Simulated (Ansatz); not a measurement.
# Effect of pressure 30 GPa on InAs

The parent structure is InAs in the zinc blende structure (space group F-43m, No. 216; a = 6.1863 Å).

Now apply this change: cell and atoms relaxed at a pressure of 30 GPa.

Calculations: PBE, PAW, 420 eV (Ansatz, a first-principles code; without spin-orbit coupling). k-mesh 9×9×9 (Γ-centred); smearing 0.05 eV (Fermi–Dirac).

| quantity | base | changed | shift |
|---|---|---|---|
| volume per atom | 29.59 Å³ | 21.86 Å³ | -7.737 Å³ |
| density | 5.32 g/cm³ | 7.21 g/cm³ | +1.884 g/cm³ |
| shortest interatomic distance | 2.679 Å | 2.421 Å | -0.2574 Å |
| enthalpy H = E + PV relative to the base's energy | – | +4.64 eV/atom | – |
| band gap | zero | 0.98 eV | – |
| electron mass | – | 0.060 mₑ (at Γ) | – |
| valley order (the lowest conduction-band minima on the path, energy above the VBM, named in the base's zone) | – | Γ 0.98 eV; X along ⟨100⟩ 1.07 eV; L along ⟨111⟩ 1.48 eV | – |

Cost of the whole job for the changed cell (relaxation, final SCF and bands): around 20 core-seconds (rough).

Load acts through the strain it causes; cell and atoms are relaxed under it. Masses are band curvatures over ±0.01 Å⁻¹ around the edge. Whether these cells are dynamically stable was not tested. The final runs are not spin-polarised. Measured, InAs leaves this structure (for rock salt) near 7 GPa (temperature not stated; as listed in Datta, Sujoy, Jana, Debnarayan, arXiv (2020)). A zero or small gap of InAs can be the functional's error rather than a property of the material.
